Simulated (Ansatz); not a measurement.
What pressure −2 GPa does to ZnS

Base system: ZnS in the wurtzite structure (space group P6_3mc, No. 186; a = 3.806 Å, c = 6.245 Å).

Now apply this change: a negative pressure, −2 GPa.

Computed with r2SCAN in Ansatz (plane waves to 500 eV, PAW, no spin-orbit coupling). Γ-centred 10×10×6 mesh, Fermi–Dirac width 0.05 eV.

```csv
quantity,base,changed,shift
volume per atom,19.59 Å³,20.12 Å³,+0.536 Å³
density,4.13 g/cm³,4.02 g/cm³,-0.11 g/cm³
lattice parameter a,3.806 Å,3.841 Å,+0.035 Å
c/a ratio,1.641,1.640,-0.001
band gap,2.78 eV,2.65 eV,-0.13 eV
gap character,direct at Γ,direct at Γ,–
mean gap deformation potential ΔEg/Δln V,–,-4.6 eV,–
width of the top valence band,2.19 eV,2.10 eV,-0.09 eV
electron mass,"0.18 mₑ along c, 0.21 mₑ across (at Γ)","0.18 mₑ along c, 0.20 mₑ across (at Γ)",–
"valence-band top at Γ (three highest levels, from the VBM)","0.00, 0.00, -0.08 eV","0.00, 0.00, -0.08 eV",–
```

Cost of the whole job for the changed cell (relaxation, final SCF and bands): very roughly 90 core-seconds.

Load acts through the strain it causes; cell and atoms are relaxed under it. Masses are band curvatures over ±0.01 Å⁻¹ around the edge. Stability against distortions was not tested.

Ansatz is a program for electronic structure.
